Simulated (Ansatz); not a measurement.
Consider C in the diamond structure (space group Fd-3m, No. 227; a = 3.560 Å). Axes: x, y, z lie along the cube axes.

One thing is altered: the cell is compressed by 1.00 % along z with no lateral relaxation; the atoms relax in the strained cell.

Calculations: r2SCAN/PAW in Ansatz (a program for electronic structure), no SOC.

Give the band edges at the high-symmetry points of the new zone, measured from its valence-band maximum.


| point | valence edge (eV) | conduction edge (eV) |
|---|---|---|
| Γ | 0.00 | 5.73 |
| X | -6.80 | 5.03 |
| P | -8.95 | 11.39 |
| N | -3.02 | 8.83 |
| M | -6.95 | 4.79 |
| S | -6.00 | 5.72 |
| S₀ | -6.00 | 5.72 |
| R | -8.94 | 11.10 |
| G | -8.94 | 11.10 |

The gap is 4.11 eV, indirect, Γ → Γ–M (71 % along).

Stability against distortions was not tested. Labels are those of the standard path for the cell's own space group.
